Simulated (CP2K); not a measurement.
CP2K run on BAs (F-43m, 2 atoms in the cell): self-consistent single point.

Computed with CP2K with PBE, GPW, DZVP-MOLOPT-SR-GTH basis, GTH-PBE potentials (GTH_POTENTIALS).

The change in words: lattice scaled by 0.98. Reference geometry:
```yaml
crystal:
  lattice:
    - [3.37997, 0.00000, 0.00000]
    - [1.68999, 2.92714, 0.00000]
    - [1.68999, 0.97571, 2.75973]
  atoms:
    - { symbol: B, position: [0.00000, 0.00000, 0.00000] }
    - { symbol: As, position: [0.25000, 0.25000, 0.25000] }
```

Reference input (self-consistent single point, DFT PBE, GPW, DZVP-MOLOPT-SR-GTH basis, GTH-PBE potentials (GTH_POTENTIALS)): CUTOFF = 400 Ry; REL_CUTOFF = 40 Ry; SMEAR/METHOD = FERMI_DIRAC; ELECTRONIC_TEMPERATURE = 580.23 K; KPOINTS/SCHEME = MONKHORST-PACK 8 8 8; GAMMA_CENTERED = T; XC_FUNCTIONAL = PBE; B/BASIS_SET = DZVP-MOLOPT-SR-GTH-q3; B/POTENTIAL = GTH-PBE-q3; As/BASIS_SET = DZVP-MOLOPT-SR-GTH-q5; As/POTENTIAL = GTH-PBE-q5; METHOD = GPW. This run's input differs from it in these lines:

```diff
@@ -64,5 +64,5 @@
     &CELL
-      A 3.37997000 0.00000000 0.00000000
-      B 1.68998500 2.92714000 0.00000000
-      C 1.68998500 0.97571300 2.75973400
+      A 3.31237100 0.00000000 0.00000000
+      B 1.65618600 2.86859700 0.00000000
+      C 1.65618600 0.95619900 2.70454000
       PERIODIC XYZ
```

Log, with long lists cut:

```
 SCF WAVEFUNCTION OPTIMIZATION

  Step     Update method      Time    Convergence         Total energy    Change
     1 NoMix/Diag. 0.40E+00      -     1.11670954        -9.3669526473 -9.37E+00
     2 Broy./Diag. 0.40E+00      -     0.16989488        -8.9203409528  4.47E-01
     3 Broy./Diag. 0.40E+00      -     0.14066270        -9.0358369524 -1.15E-01
     4 Broy./Diag. 0.40E+00      -     0.01937085        -9.1094811776 -7.36E-02
     5 Broy./Diag. 0.40E+00      -     0.00350414        -9.1317651464 -2.23E-02
     6 Broy./Diag. 0.40E+00      -     0.00138743        -9.1394102436 -7.65E-03
     7 Broy./Diag. 0.40E+00      -     0.00004755        -9.1397898378 -3.80E-04
     8 Broy./Diag. 0.40E+00      -     0.00003230        -9.1399481573 -1.58E-04
     9 Broy./Diag. 0.40E+00      -     0.00000088        -9.1399714456 -2.33E-05
  *** SCF run converged in     9 steps ***

  Overlap energy of the core charge distribution:               0.00000014823623
  Self energy of the core charge distribution:                -19.62168858820840
  Core Hamiltonian energy:                                      5.21479349345283
  Hartree energy:                                               8.00280501686016
  Exchange-correlation energy:                                 -2.73588151050518
  Electronic entropic energy:                                  -0.00000000543908
  Fermi energy:                                                 0.30075579416711

  Total energy:                                                -9.13997144560329
  Total energy (extrapolated to T->0):                         -9.13997144288375

                     Mulliken Population Analysis

   [... lines left out ...]

 STRESS| Analytical stress tensor [bar]
 STRESS|                        x                   y                   z
 STRESS|      x        1.31829465748E+05   4.91906314052E+00   3.47830208648E+00
 STRESS|      y        4.91906314052E+00   1.31823757137E+05   1.91894307975E+00
 STRESS|      z        3.47830208648E+00   1.91894307975E+00   1.31821089572E+05
 STRESS| 1/3 Trace                                             1.31824770819E+05
```

The run converged in 9 iterations. Against the reference run the free energy rises by 40.6 meV/atom, the pressure goes from 3.49 to 13.18 GPa and the gap on the mesh goes from 1.247 to 1.189 eV.

The starting cell has typed, rounded lattice constants, without a prior relaxation at this level. For this run, on top of that: lattice scaled by 0.98. Values carry the incompleteness of an atom-centred basis. With a pressure of about 13 GPa the cell is away from its equilibrium volume at this level.
